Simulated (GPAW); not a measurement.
Convergence study of the SCF threshold for Pd (Fm-3m, 1 atom in the cell)

```
CELL_PARAMETERS angstrom
      0.00000     1.95084     1.95084
      1.95084     0.00000     1.95084
      1.95084     1.95084     0.00000
ATOMIC_POSITIONS crystal
  Pd 0.00000 0.00000 0.00000
```

Level of theory: PBE, GPAW PAW datasets PBE (gpaw-data 1.0.1) (plane waves; GPAW).

Base settings: mode = pw; ecut = 600 eV; xc = PBE; kpts = 10 10 10; mesh shift (steps) = 0 0 0; occupations.name = fermi-dirac; occupations.width = 0.1 eV; nbands = -9; convergence.density = 1e-05 e/electron; convergence.energy = 1e-05 eV/electron.

Moved along: convergence.density, convergence.eigenstates.

The mesh stays at the base's, so the ladder's end is converged at best in this setting alone.

Only quantities that move along the ladder and can be compared are tabulated.

The count of work is k-points × plane waves × bands × iterations; it is no time. 

The starting cell has typed, rounded lattice constants, without a prior relaxation at this level. Its lattice was rescaled by up to half a per cent. Spin polarisation is off. In the base run, with a pressure of about 6 GPa the cell is away from its equilibrium volume at this level.

| convergence.energy | pressure (GPa) | count of work / last |
|---|---|---|
| 0.006 eV/electron | 5.94 | 0.090 |
| 0.0006 eV/electron | 6.08 | 0.10 |
| 6e-05 eV/electron | 6.02 | 0.11 |
| 1e-05 eV/electron | 5.94 | 0.13 |
| 6e-06 eV/electron | 5.94 | 0.13 |
| 6e-07 eV/electron | 5.94 | 0.14 |
| 6e-08 eV/electron | 5.94 | 0.14 |
| 6e-09 eV/electron | 5.94 | 0.17 |
| 6e-10 eV/electron | 5.94 | 0.18 |
| 6e-12 eV/electron | 5.94 | 0.28 |
| 6e-14 eV/electron | 5.94 | 1.0 |

Coarsest convergence.energy that holds the pressure within 0.05 GPa of the last step, with all finer ones: 1e-05 eV/electron, at 0.13 of the last step's count of work; the step before is off by 0.08 GPa.
